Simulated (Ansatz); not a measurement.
The parent structure is NiO in the rock salt structure (space group Fm-3m, No. 225; a = 4.189 Å; ferromagnetic).

Computed with Ansatz (a quantum-chemistry and plane-wave program) r2SCAN, no spin-orbit coupling.

One change was made to it. Results:

```csv
quantity,base,after
lattice parameter a,418.9 pm,418.3 pm
gap character,"indirect, L → Γ","indirect, L → Γ"
band gap,0.82 eV,0.81 eV
smallest direct gap,1.71 eV,1.71 eV
```

### Question
Which change produced these results?
(A) pressure 15 GPa
(B) pressure 0.9 GPa
(C) pressure 4.5 GPa

### Answer
B, pressure 0.9 GPa. For comparison, the band gap in the other runs: pressure 15 GPa gives 0.60 eV; pressure 4.5 GPa gives 0.75 eV.

Load acts through the strain it causes; cell and atoms are relaxed under it. Whether these cells are dynamically stable was not tested. Competing high-pressure phases were not computed. No Hubbard U is applied and the magnetic state is the run's own (NiO ferromagnetic); other magnetic orders, which need larger cells, were not tried and can change the gap. Where the two band edges lie in opposite spin channels, the gap is a spin-flip gap. In its common phase, real NiO is an antiferromagnetic insulator at low temperature.
